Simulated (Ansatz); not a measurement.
The starting structures come from a database of crystals and need not be the phases stable at ambient conditions.

 Where the default PAW files enter, the runs use the earlier of Ansatz's two default sets.

The decay constant κ of evanescent states in the gap governs leakage through a thin film.

Here is the system:

```
KIO3
1.0
    6.20324     0.00000     0.00000
   -3.10162     5.37216     0.00000
    3.10162     1.79072     2.62146
K I O
1 1 3
Direct
  0.98334   0.99167   0.02499
  0.98630   0.49315   0.52055
  0.90917   0.45459   0.18992
  0.35550   0.45459   0.18992
  0.35549   0.90091   0.18992
```

Space group of this cell: R3m. The cell is taken as given; by PBEsol its mean pressure is 1.1 GPa.

Transport runs along the normal of the first two printed cell vectors, the (001) plane of the conventional cell.

The gap is the functional's own, uncorrected, and κ follows it; spin-orbit coupling is left out. Mid-gap values are interpolated between the computed energies.

Q: Compute, with PBEsol in Ansatz (an electronic-structure program), the band gap and the smallest decay constant κ at mid-gap.

A: Gap 2.46 eV on a 12×12×12 mesh; κ = 0.338 1/Å, at the zone centre.
